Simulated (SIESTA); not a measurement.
Worked example: self-consistent single point of LaGe2Pd2 (I4/mmm, 5 atoms in the cell) in SIESTA.

Method: GGA PBEsol, numerical atomic orbitals DZP, PseudoDojo PBEsol standard norm-conserving potentials (rewritten from UPF to PSML) (SIESTA 5.4.2).

The change in words: lattice scaled by 0.98. Reference geometry:
```yaml
crystal:
  lattice:
    - [-2.19478, 2.19478, 5.05204]
    - [2.19478, -2.19478, 5.05204]
    - [2.19478, 2.19478, -5.05204]
  atoms:
    - { symbol: La, position: [0.00000, 0.00000, 0.00000] }
    - { symbol: Ge, position: [0.62413, 0.62413, 0.00000] }
    - { symbol: Ge, position: [0.37587, 0.37587, 0.00000] }
    - { symbol: Pd, position: [0.25000, 0.75000, 0.50000] }
    - { symbol: Pd, position: [0.75000, 0.25000, 0.50000] }
```

Reference input (self-consistent single point, DFT, GGA PBEsol, numerical atomic orbitals DZP, PseudoDojo PBEsol standard norm-conserving potentials (rewritten from UPF to PSML)): XC.functional = GGA; XC.authors = PBEsol; potentials = PseudoDojo PBEsol standard; PAO.BasisSize = DZP; PAO.EnergyShift = 0.01 Ry; MeshCutoff = 400 Ry; kgrid.MonkhorstPack = 7 7 7; OccupationFunction = FD; ElectronicTemperature = 100 meV; MaxSCFIterations = 150; SCF.Mixer.Method = Pulay; SCF.Mixer.Weight = 0.2. This run's input differs from it in these lines:

```diff
@@ -13,5 +13,5 @@
 %block LatticeVectors
-    -2.194780000    2.194780000    5.052040000
-     2.194780000   -2.194780000    5.052040000
-     2.194780000    2.194780000   -5.052040000
+    -2.150884000    2.150884000    4.950999000
+     2.150884000   -2.150884000    4.950999000
+     2.150884000    2.150884000   -4.950999000
 %endblock LatticeVectors
```

Output (repeated stretches shortened):

```
        iscf     Eharris(eV)        E_KS(eV)     FreeEng(eV)     dDmax    Ef(eV) dHmax(eV)
   scf:    1   -13122.912603   -13147.914962   -13148.005058  1.314477 -4.575012  3.939407
   scf:    2   -13148.943897   -13148.683435   -13148.766917  0.124874 -4.796039  2.137056
   scf:    3   -13148.864609   -13148.777642   -13148.860712  0.038798 -4.834433  1.541679
   scf:    4   -13148.918817   -13148.862683   -13148.945199  0.085176 -4.934277  0.186725
   scf:    5   -13148.864591   -13148.864208   -13148.947552  0.017289 -4.938605  0.032848
   scf:    6   -13148.864071   -13148.864185   -13148.947632  0.001826 -4.934941  0.018323
   scf:    7   -13148.864221   -13148.864208   -13148.947668  0.002214 -4.935324  0.006924
   scf:    8   -13148.864236   -13148.864223   -13148.947670  0.000205 -4.935662  0.000812
   scf:    9   -13148.864230   -13148.864227   -13148.947670  0.000045 -4.935709  0.000114
SCF Convergence by DM+H criterion
max |DM_out - DM_in|         :     0.0000448914
max |H_out - H_in|      (eV) :     0.0001144794
SCF cycle converged after 9 iterations

Using DM_out to compute the final energy and forces

siesta: E_KS(eV) =           -13148.8642

siesta: E_KS - E_eggbox =    -13148.8642

siesta: Atomic forces (eV/Ang):
     1   -0.000000   -0.000000   -0.000000
     2   -0.000237   -0.000237   -0.054643
     3    0.000237    0.000237    0.054643
     4   -0.001571    0.001571   -0.000000
     5    0.001571   -0.001571    0.000000
   Tot   -0.000000   -0.000000   -0.000000
   Max    0.054643
   Res    0.019970    sqrt( Sum f_i^2 / 3N )
   Max    0.054643    constrained

Stress tensor Voigt[x,y,z,yz,xz,xy] (kbar):      -56.99      -56.99      -59.19        0.36        0.36       -0.07
   [... lines left out ...]
siesta: FreeEng =    -13148.947670
siesta: Cell volume =         91.619266 Ang**3
siesta:          57.72254708         58.54495891  kBar
   [... lines left out ...]
              0.250   1.603   1.625   1.573   1.625   1.633   0.212   0.146

              0.224   0.146   0.136

mulliken: Qtot =       75.000

Mulliken Atomic Populations:
Atom #   charge [q] valence [e]  Species
     1     0.478876   10.521124  La
     2    -0.375194   14.375194  Ge
     3    -0.375194   14.375194  Ge
     4     0.135756   17.864244  Pd
     5     0.135756   17.864244  Pd
 Total    -0.000000
```

The run converged in 9 iterations. Against the reference run the free energy goes up by 14.1 meV/atom, the pressure goes from -1.86 to 5.77 GPa and the largest force goes from 0.283 to 0.055 eV/Å.

The starting cell comes from a database of computed structures (which also holds hypothetical and non-ambient phases and stackings), without a prior relaxation at this level. For this run, on top of that: lattice scaled by 0.98. Spin polarisation is off. Values carry the incompleteness of an atom-centred basis. With a pressure of about 6 GPa the cell is away from its equilibrium volume at this level.

Cost on one core of a shared machine: roughly 2 min.
